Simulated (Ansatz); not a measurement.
## A computed series for SnSe2: response to strain

Base system: SnSe2 in the CdI2 type structure (space group P-3m1, No. 164; layered, stacked along the Cartesian z axis).

```xyz
3
Lattice="3.8402 0.0000 0.0000 -1.9201 3.3257 0.0000 0.0000 0.0000 6.0066" Properties=species:S:1:pos:R:3 pbc="T T T"
Sn     0.0000     0.0000     0.0000
Se     0.0000     2.2171     1.5935
Se     1.9201     1.1086     4.4130
```

Cartesian axes are those of the cell as printed.

Strains are applied to the cell and any free atomic positions relax.

Computed with Ansatz (a quantum-chemistry and plane-wave program), PBE-D3(BJ), PAW, cutoff 420 eV, no SOC.

```tsv
variant	shortest interatomic distance	electron mass	width of the top valence band	band gap
base	5.160 bohr	–	1.99 eV	0.36 eV
uniaxial strain ε_zz = −3.00 %	5.152 bohr	0.17 mₑ along x, 0.64 mₑ along y, 0.18 mₑ along z (off the special points)	2.35 eV	0.15 eV
uniaxial strain ε_zz = −2.50 %	5.154 bohr	0.17 mₑ along x, 0.64 mₑ along y, 0.19 mₑ along z (off the special points)	2.29 eV	0.18 eV
uniaxial strain ε_zz = −2.00 %	5.155 bohr	0.17 mₑ along x, 0.64 mₑ along y, 0.20 mₑ along z (off the special points)	2.23 eV	0.22 eV
uniaxial strain ε_zz = −1.50 %	5.156 bohr	0.18 mₑ along x, 0.64 mₑ along y, 0.21 mₑ along z (off the special points)	2.17 eV	0.26 eV
uniaxial strain ε_zz = −0.50 %	5.159 bohr	0.18 mₑ along x, 0.64 mₑ along y, 0.22 mₑ along z (off the special points)	2.05 eV	0.33 eV
uniaxial strain ε_zz = +0.50 %	5.161 bohr	0.18 mₑ along x, 0.65 mₑ along y, 0.24 mₑ along z (off the special points)	1.94 eV	0.40 eV
uniaxial strain ε_zz = +1.00 %	5.162 bohr	0.19 mₑ along x, 0.65 mₑ along y, 0.25 mₑ along z (off the special points)	1.88 eV	0.43 eV
uniaxial strain ε_zz = +2.00 %	5.163 bohr	0.19 mₑ along x, 0.66 mₑ along y, 0.27 mₑ along z (off the special points)	1.77 eV	0.50 eV
uniaxial strain ε_zz = +3.00 %	5.165 bohr	0.18 mₑ along x, 0.67 mₑ along y, 0.33 mₑ along z (off the special points)	1.66 eV	0.56 eV
```

Masses are band curvatures over ±0.01 Å⁻¹ around the edge. Stability against distortions was not tested. A zero or small gap of SnSe2 under uniaxial strain ε_zz = −3.00 %, SnSe2 under uniaxial strain ε_zz = −2.50 %, SnSe2 under uniaxial strain ε_zz = −2.00 % and SnSe2 under uniaxial strain ε_zz = −1.50 % can be the functional's error rather than a property of the material.
